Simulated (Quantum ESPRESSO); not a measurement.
**Effort and miss along a sweep of K_POINTS: ZnO (P6_3mc, 8 atoms in the cell)**

Cell: a = 3.1029 Å, b = 3.1029 Å, c = 10.1580 Å, α = 90.00°, β = 90.00°, γ = 120.00°.

Method of the run: PBEsol, GBRV 1.5 ultrasoft (PBESOL) pseudopotentials (plane waves; Quantum ESPRESSO).

Base settings: ecutwfc = 50 Ry; ecutrho = 250 Ry; occupations = smearing; smearing = fd; degauss = 0.0073499 Ry; potentials = {Zn: zn_pbesol_v1.uspp.F.UPF, O: o_pbesol_v1.2.uspp.F.UPF}; K_POINTS = automatic 8 8 3 0 0 0; conv_thr = 1e-10 Ry; mixing_beta = 0.3.

Misses are taken against the tightest run, automatic 16 16 5 0 0 0, which need not be fully converged itself. The energy is the free energy per atom.

The count of work is k-points × plane waves × bands × iterations; it is no time, and leaves out set-up, grids and terms that scale otherwise. Core times come from one kind of shared machine and are given to one figure; runs under 30 s give none.

The starting cell was generated: these elements placed on a structure prototype, without a prior relaxation; it need not be a known phase or ordering of this composition. Its lattice was rescaled by a random factor within 2.5 % of one. In the base run, with a pressure of about 20 GPa the cell is away from its equilibrium volume at this level.

```csv
K_POINTS,energy less reference (meV/atom),pressure less reference (GPa),largest difference in the force on any atom (eV/Å),count of work / reference,core time / reference (rough)
automatic 1 1 1 0 0 0,2626.66,39.95,3.113,0.014,–
automatic 2 2 1 0 0 0,218.93,1.41,0.181,0.022,–
automatic 3 3 1 0 0 0,36.53,0.28,0.024,0.033,–
automatic 4 4 1 0 0 0,9.29,-0.03,0.005,0.044,0.07
automatic 5 5 2 0 0 0,1.73,0.00,0.002,0.11,0.1
automatic 6 6 2 0 0 0,0.63,-0.01,0.000,0.15,0.2
automatic 7 7 2 0 0 0,0.34,-0.01,0.000,0.18,0.2
automatic 8 8 3 0 0 0,0.10,0.00,0.000,0.22,0.2
automatic 10 10 3 0 0 0,0.03,0.00,0.000,0.31,0.3
automatic 12 12 3 0 0 0,0.02,0.00,0.000,0.42,0.4
automatic 13 13 4 0 0 0,0.01,0.00,0.000,0.70,0.7
automatic 16 16 5 0 0 0,0.00,0.00,0.000,1.0,1
```

Coarsest setting among those run that, with all tighter ones, holds the energy within 20 meV/atom of the reference: automatic 4 4 1 0 0 0, off by 9.3 meV/atom; it needs 0.044 of the reference's count of work and about 0.07 of the reference's time.

Coarsest setting among those run that, with all tighter ones, holds the energy within 1 meV/atom of the reference: automatic 6 6 2 0 0 0, off by 0.63 meV/atom; it needs 0.15 of the reference's count of work and about 0.2 of the reference's time.

The step from automatic 4 4 1 0 0 0 to automatic 8 8 3 0 0 0: it takes the miss in the energy from 9.3 to 0.10 meV/atom, for 5.0 times the count of work and roughly 3 times the time.
